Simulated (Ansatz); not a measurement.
Worked example: relaxation of cell and atoms of KHgF3 (Cmmm, 5 atoms in the cell) in Ansatz (a first-principles code).

Method: LDA (PW92), default PAW files made with PBE (plane waves; Ansatz).

The change in words: atoms on their sites; basis.ecutwfc: 30.9 Ry → 18.4 Ry; relax: default → cell and atoms. Reference geometry:
```xyz
5
Lattice="3.1924 -3.1985 0.0000 3.1924 3.1985 0.0000 0.0000 0.0000 4.5108" Properties=species:S:1:pos:R:3 pbc="T T T"
K      0.0000     0.0000     2.3054
Hg     3.1924     0.0000     0.0000
F      1.5962     1.5992     0.0000
F      1.5962    -1.5992     0.0000
F      3.1924     0.0000     2.2554
```

Reference input (self-consistent single point, DFT, LDA (PW92), plane waves, default PAW files made with PBE): basis.ecutwfc = 30.9 Ry; kpoints.mp_grid.grid = 5 5 5; hamiltonian.xc = lda; hamiltonian.pseudopotentials = {kind: paw} (the program's default PAW files); scf.occupations.method = fixed. This run's input differs from it in these lines:

Ansatz 0.2 input:
```diff
@@ -7,3 +7,3 @@
   atoms:
-    - { symbol: K, position: [0.000000, 0.000000, 0.511084] }
+    - { symbol: K, position: [0.000000, 0.000000, 0.500000] }
     - { symbol: Hg, position: [0.500000, 0.500000, 0.000000] }
@@ -13,3 +13,3 @@
 basis:
-  ecutwfc: 30.9 Ry
+  ecutwfc: 18.4 Ry
 kpoints:
@@ -24,2 +24,4 @@
     method: fixed
+relax:
+  cell: {}
 output:
```

Log, with long lists cut:

```
   [... SCF lines of the steps left out ...]
relax step   1: F+E_penalty+E_count = -17390.30283920 eV  Δ(F+E_penalty+E_count) = +0.000e0 eV  max|allowed force component| = 1.298e-28 eV/Å  Δτ_max = 0.0000 Å  P = -3.872 GPa  Ω = 92.117 Å³  (8 SCF iters, dr2 threshold 1.00e-7 eV, accepted)
relax step   2: F+E_penalty+E_count = -17393.43849714 eV  Δ(F+E_penalty+E_count) = -3.136e0 eV  max|allowed force component| = 9.025e-29 eV/Å  Δτ_max = 0.0000 Å  P = +23.866 GPa  Ω = 86.214 Å³  energy of the carried Pulay correction = +3.500e0 eV  [...]
   [... lines left out ...]
relax step 119: F+E_penalty+E_count = -17390.46849529 eV  Δ(F+E_penalty+E_count) = +1.716e-3 eV  max|allowed force component| = 2.018e-29 eV/Å  Δτ_max = 0.0000 Å  P = -0.012 GPa  Ω = 84.645 Å³  energy of the carried Pulay correction = -1.736e-3 eV  [...]
relax step 120: F+E_penalty+E_count = -17390.46681567 eV  Δ(F+E_penalty+E_count) = +1.680e-3 eV  max|allowed force component| = 3.944e-29 eV/Å  Δτ_max = 0.0000 Å  P = +0.004 GPa  Ω = 84.645 Å³  stress off target by 1.37e-1 GPa  SCF on the basis [...]
basis re-selected at this cell: Δ(F+E_penalty+E_count) = +1.680e-3 eV, ΔP = +0.017 GPa vs the last step
   [... lines left out ...]
Free energy (F): -17390.466816 eV
Fermi energy:    5.176707 eV
Error: variable-cell relaxation did not converge after 120 `relax_step` rows, as none of its last 54 fresh-basis SCF(s) at a relaxed cell met both thresholds with a finite energy. The last misses `relax.cell.stress_tol`: largest allowed force component 3.94e-29 eV/Å (`relax.f_tol` 1.00e-2 eV/Å), stress off the target on the free part of the cell 1.37e-1 GPa (`relax.cell.stress_tol` 5.00e-2 GPa), F+E_penalty+E_count -17390.46681567 eV. The closest is row 120, whose structure comes with this error. Larger ratio of force or stress to its threshold at each such SCF whose figures are numbers: 69.648, 62.482, 49.756, 31.283, 20.946, 19.851, 16.967, 11.747, 11.091, 7.709, 7.847, 6.827, [...]
   [... lines left out ...]
to start a new deck from the relaxed geometry:
  cell:  # Å, volume = 84.6449 Å³
    - [3.045316151915514, -3.1623757508337533, 5.448269853912317e-31]
    - [3.045316151915514, 3.1623757508337533, 6.938401255345525e-31]
    - [8.751072823784765e-31, 1.0507692672246735e-31, 4.394655583835389]
  atoms:
    - { symbol: K, position: [4.821942286224347e-36, 4.8689845376210405e-36, 0.5] }
    - { symbol: Hg, position: [0.5, 0.5, 8.018071004981568e-36] }
    - { symbol: F, position: [2.7755575615628914e-17, 0.5, 2.5544781298351127e-37] }
    - { symbol: F, position: [0.5, 2.7755575615628914e-17, 1.4168851722819853e-36] }
    - { symbol: F, position: [0.5, 0.5, 0.5] }
```

The relaxation ended unconverged.  The full log also holds: “WARN: iter 1: σ=0 fill of 25 bands saw a band overlap (occupied 4.6381 eV > unoccupied 4.6142 eV) — on an unconverged iterate often a transient of an (band_overlap_at_count)”.

The starting cell comes from a database of computed structures (which also holds hypothetical and non-ambient phases and stackings), without a prior relaxation at this level. Its lattice was rescaled by up to half a per cent. The cutoff lies below the one recommended for these files.

Cost on one core of a shared machine: roughly 3 min.
